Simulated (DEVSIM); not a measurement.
Device: Schottky contact on n-type GaN, at 300 K.

Layer 1 from the left is GaN, thickness (μm) 0.310, Nd (cm⁻³) 2.3e16, τn (s) 1.1e-8, τp (s) 1.1e-8.

Left contact: Schottky, work function 5.15 eV, emission velocity 3.4e6 cm/s. Right contact: ohmic. Voltage is applied to the left contact. Recombination: SRH at mid-gap, radiative. Mobility is μmin + (μ − μmin)/(1 + (N/Nref)^α).

Constants are typed, rounded textbook-type inputs, not results; the design itself was drawn at random and stands for no fabricated device. Values at 300 K.

GaN: gap (eV) 3.43, affinity (eV) 4.1, permittivity 9.5, Nc (cm⁻³) 2.3e18, Nv (cm⁻³) 4.6e19, μn (cm²/Vs) 1200, μp (cm²/Vs) 100, μn,min 55, μp,min 3, Nref,n 2e17, Nref,p 3e17, αn 1, αp 2, B (cm³/s) 1e-11.

DEVSIM, 1D drift-diffusion, Boltzmann statistics, complete ionisation; no tunnelling, impact ionisation, image-force lowering or self-heating. Metal contacts follow the ideal Schottky-Mott rule: no Fermi-level pinning, no interface dipoles.

Dark forward current:

```tsv
|V| (V)	|J| (A/cm²)
0.05	1.641e-11
0.10	1.298e-10
0.15	9.131e-10
0.20	6.324e-9
0.25	4.370e-8
0.30	3.018e-7
0.35	2.084e-6
0.40	1.438e-5
0.45	9.923e-5
0.50	0.0006843
0.55	0.004715
0.60	0.03246
0.65	0.2231
0.70	1.529
0.75	10.41
0.80	69.24
0.85	417.8
0.90	1843
0.95	5030
```

Task: Work out the local ideality factor n = ΔV / (kT/q · ln(J2/J1)) between the rows 0.15 and 0.20 V, 0.90 and 0.95 V.

Result: kT/q = 25.85 mV. From 0.15 to 0.20 V: ln(6.324e-9/9.131e-10) = 1.935, n = 1.00, near the 1 of diffusion or emission over a barrier. From 0.90 to 0.95 V: ln(5030/1843) = 1.004, n = 1.93; the layers' resistance at their doping, Σ W/(qμN) = 7.8e-6 Ω cm², would take 25 mV of this step of 50 mV.

Task: Estimate the current at 0.45 V for emission alone, J0 = q v N_band exp(−φB/kT), and read the barrier back from the simulated current.

Result: φB = 1.050 eV, N_band = 2.30e18 cm⁻³, J0 = 2.87e-12 A/cm²; J = J0 (exp(qV/kT) − 1) = 0.000104 A/cm². The simulation gives 9.92e-5 A/cm²; the estimate lies 4.9 % above. Read backwards, the simulated current gives an apparent barrier of 1.051 eV. The estimate leaves out transport through the depletion region and minority injection.
